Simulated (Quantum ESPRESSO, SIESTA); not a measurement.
A Quantum ESPRESSO input for a self-consistent single point of K2PdF4 (P1, 7 atoms in the cell) (DFT, PBEsol, plane waves, GBRV 1.5 ultrasoft (PBESOL) pseudopotentials):

```fortran
&control
   calculation = 'scf'
   outdir = './tmp/'
   pseudo_dir = './'
   tprnfor = .true.
   tstress = .true.
/
&system
   ibrav = 0
   nat = 7
   ntyp = 3
   ecutwfc = 40
   ecutrho = 320
   occupations = 'smearing'
   smearing = 'fermi-dirac'
   degauss = 0.000734986
/
&electrons
   conv_thr = 1.0d-10
   mixing_beta = 0.3
/
ATOMIC_SPECIES
K     39.0983  k_pbesol_v1.4.uspp.F.UPF
Pd   106.4200  pd_pbesol_v1.4.uspp.F.UPF
F     18.9984  f_pbesol_v1.4.uspp.F.UPF
ATOMIC_POSITIONS crystal
K     0.34773500    0.35265400    0.29367700
K     0.65160900    0.65283500    0.71250900
Pd    0.00553600   -0.00419700   -0.00103900
F     0.13372100    0.65429600    0.77558600
F     0.87925600    0.33600700    0.21859800
F     0.33265500    0.87194200    0.22595700
F     0.64948700    0.13646500    0.77471200
K_POINTS automatic
4 4 5  0 0 0
CELL_PARAMETERS angstrom
   4.72334500    -2.96346500     0.00000000
   4.72334500     2.96346500     0.00000000
  -0.08110800     0.00000000     4.26211800
```

Q: Translate this input to SIESTA.

A: This is the input that was run; spellings and numerical settings could be chosen otherwise.

```
# files in the folder: K.psml Pd.psml F.psml (PseudoDojo PBEsol standard)
SystemName  K2PdF4
SystemLabel siesta

NumberOfAtoms                7
NumberOfSpecies              3
%block ChemicalSpeciesLabel
  1 19 K
  2 46 Pd
  3 9 F
%endblock ChemicalSpeciesLabel
LatticeConstant              1.0 Bohr
%block LatticeVectors
     8.925828442   -5.600137230    0.000000000
     8.925828442    5.600137230    0.000000000
    -0.153271907    0.000000000    8.054235731
%endblock LatticeVectors
AtomicCoordinatesFormat      Ang
%block AtomicCoordinatesAndAtomicSpecies
     3.284359327    0.014577284    1.251686028  1
     6.103548865    0.003633208    3.036797434  1
     0.006408830   -0.028843405   -0.004428341  2
     3.659169928    1.542705792    3.305639051  3
     5.722376368   -1.609899398    0.931690471  3
     5.671400297    1.598158149    0.963055397  3
     3.649487109   -1.520322741    3.301913960  3
%endblock AtomicCoordinatesAndAtomicSpecies

XC.functional                GGA
XC.authors                   PBEsol
PAO.BasisSize                DZP
PAO.EnergyShift              0.01 Ry
MeshCutoff                   300 Ry
%block kgrid.MonkhorstPack
    4   0   0  0.0
    0   4   0  0.0
    0   0   5  0.0
%endblock kgrid.MonkhorstPack
OccupationFunction           FD
ElectronicTemperature        0.01 eV

MaxSCFIterations             150
SCF.Mixer.Method             Pulay
SCF.Mixer.Weight             0.2
SCF.Mixer.History            8
SCF.DM.Tolerance             1.0E-04
Diag.ParallelOverK           true
WriteForces                  true
```

Basis settings and potentials, where a program has them, do not carry over. This input uses DFT, GGA PBEsol, numerical atomic orbitals DZP, PseudoDojo PBEsol standard norm-conserving potentials (rewritten from UPF to PSML).

The starting cell comes from a database of computed structures (which also holds hypothetical and non-ambient phases and stackings), without a prior relaxation at this level. For this run, on top of that: atoms moved at random.
